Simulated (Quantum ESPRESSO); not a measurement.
Quantum ESPRESSO is run on LaSnF7 (P2_1/c, 36 atoms in the cell), and the run fails. The aim is a self-consistent single point with DFT, PBEsol, plane waves, GBRV 1.5 ultrasoft (PBESOL) pseudopotentials.

The input file:

```fortran
&control
 calculation = 'scf',
 prefix = 'scf',
 outdir = './tmp/',
 pseudo_dir = './',
 tprnfor = .true.,
 tstress = .true.,
/
&system
 ibrav = 0,
 celldm(1) = 17.59429508,
 nat = 36,
 ntyp = 3,
 ecutwfc = 40,
 ecutrho = 200,
 occupations = 'fixed',
 nbnd = 152,
/
&electrons
 conv_thr = 1.0d-10,
 mixing_beta = 0.4,
/
ATOMIC_SPECIES
La   138.9055  la_pbesol_v1.uspp.F.UPF
Sn   118.7100  sn_pbesol_v1.4.uspp.F.UPF
F     18.9984  f_pbesol_v1.4.uspp.F.UPF
ATOMIC_POSITIONS angstrom
La    0.18858040    0.75957997    0.26453220
La    0.81142039    0.24042198    0.73546615
La    0.81141712    0.25957899    0.23546697
La    0.18858367    0.74041722    0.76453138
Sn    0.27368832    0.24488909    0.54276422
Sn    0.72630654    0.75511286    0.45724516
Sn    0.72630981    0.74489006    0.95724434
Sn    0.27368505    0.25511189    0.04276505
F     0.28406441    0.95716926    0.45860191
F     0.71593637    0.04283268    0.54139645
F     0.71593310    0.45716829    0.04139727
F     0.28406768    0.54282793    0.95860108
F     0.28790119    0.05630273    0.91914517
F     0.71209960    0.94369922    0.08085318
F     0.71210286    0.55629797    0.58085236
F     0.28789792    0.44369825    0.41914599
F     0.48645308    0.73439809    0.86172066
F     0.51354770    0.26559814    0.13827770
F     0.51355096    0.23440284    0.63827687
F     0.48644982    0.76559911    0.36172148
F     0.96657651    0.73810922    0.05206372
F     0.03342427    0.26189273    0.94793464
F     0.03342101    0.23810825    0.44793546
F     0.96657978    0.76188797    0.55206289
F     0.25850592    0.05346211    0.66876503
F     0.74149486    0.94653984    0.33123332
F     0.74149813    0.55345735    0.83123250
F     0.25850266    0.44653887    0.16876585
F     0.73057977    0.02491271    0.86668436
F     0.26941509    0.97508924    0.13332503
F     0.26941835    0.52490796    0.63332420
F     0.73057651    0.47508826    0.36668518
F     0.03788180    0.10332189    0.23106583
F     0.96211899    0.89668006    0.76893253
F     0.96211572    0.60332286    0.26893335
F     0.03788506    0.39667908    0.73106500
K_POINTS automatic
2 2 1  0 0 0
CELL_PARAMETERS alat
   1.00000000     0.00000000     0.00000000
   0.00000000     0.61511841     0.00000000
  -0.63649428     0.00000000     1.18473208
```

The program printed (abridged):

```
     G-vector sticks info
     --------------------
     sticks:   dense  smooth     PW     G-vecs:    dense   smooth      PW
     Sum        3039    2429    675               189651   135705   19993

     bravais-lattice index     =            0
     lattice parameter (alat)  =      17.5943  a.u.
     unit-cell volume          =    3969.1224 (a.u.)^3
   [... lines left out ...]

     atomic species   valence    mass     pseudopotential
     La               11.00   138.90550     La( 1.00)
     Sn               14.00   118.71000     Sn( 1.00)
     F                 7.00    18.99840     F ( 1.00)

     No symmetry found

   Cartesian axes

     site n.     atom                  positions (alat units)
         1        La     tau(   1) = (   0.0202546   0.0815832   0.0284122  )
         2        La     tau(   2) = (   0.0871511   0.0258227   0.0789932  )
         3        La     tau(   3) = (   0.0871508   0.0278802   0.0252905  )
         4        La     tau(   4) = (   0.0202549   0.0795250   0.0821150  )
         5        Sn     tau(   5) = (   0.0293957   0.0263025   0.0582959  )
   [... 27 lines left out ...]
        33        F      tau(  33) = (   0.0040687   0.0110974   0.0248178  )
        34        F      tau(  34) = (   0.1033370   0.0963085   0.0825877  )
        35        F      tau(  35) = (   0.1033366   0.0648003   0.0288850  )
        36        F      tau(  36) = (   0.0040691   0.0426056   0.0785205  )

     number of k points=     4
                       cart. coord. in units 2pi/alat
        k(    1) = (   0.0000000   0.0000000   0.0000000), wk =   0.5000000
        k(    2) = (   0.0000000  -0.8128516   0.0000000), wk =   0.5000000
        k(    3) = (  -0.5000000   0.0000000  -0.2686237), wk =   0.5000000
        k(    4) = (  -0.5000000  -0.8128516  -0.2686237), wk =   0.5000000

     Dense  grid:   189651 G-vectors     FFT dimensions: (  80,  50, 108)

     Smooth grid:   135705 G-vectors     FFT dimensions: (  72,  45,  96)

     Initial potential from superposition of free atoms

     starting charge     291.8823, renormalised to     296.0000

     negative rho (up, down):  8.555E-04 0.000E+00

 %%%%%%%%%%%%%%%%%%%%%%%%%%%%%%%%%%%%%%%%%%%%%%%%%%%%%%%%%%%%%%%%%%%%%%%%%%%%%%
     Error in routine cdiaghg (442):
     S matrix not positive definite
 %%%%%%%%%%%%%%%%%%%%%%%%%%%%%%%%%%%%%%%%%%%%%%%%%%%%%%%%%%%%%%%%%%%%%%%%%%%%%%

     stopping ...
```

Task: From the messages shown, name the fault and mend the input.

Result: The fault is this: crystal numbers under an angstrom card; here the program stops on it instead of giving results. To fix it, make label and numbers agree, by changing either. The program stopped before any SCF iteration.

On the sound input: the starting cell comes from a database of computed structures (which also holds hypothetical and non-ambient phases and stackings), without a prior relaxation at this level.
